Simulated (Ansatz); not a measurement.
System: BaC2 (R-3m, No. 166, 3 atoms in the cell; start mp-1018141). Method: G0W0@PBEsol (hard PAW, contour deformation, complete-basis limit; Ansatz, a first-principles code).

Settings: largest k mesh 6×6×6 (not extrapolated in the mesh).

Cell (relaxed with PBEsol):

Space group R-3m, hexagonal axes (No. 166); a = b = 5.085 Å, c = 7.367 Å, α = β = 90.00°, γ = 120.00°

| atom | site | symmetry | x | y | z |
|---|---|---|---|---|---|
| Ba | 3a | -3m | 0.0000 | 0.0000 | 0.0000 |
| C | 6c | 3m | 0.0000 | 0.0000 | 0.4142 |
(The calculation used a cell of 3 atoms; values per cell refer to that cell.)

**Question.** Estimate the band gap that the calculation returns.

**Answer.** 
* **band gap**: 2.81 eV

Note: the gap holds a correction of +0.31 eV to the complete basis.

Spin–orbit coupling is not included.

A start named mp-… is a Materials Project structure, which need not be a measured phase.
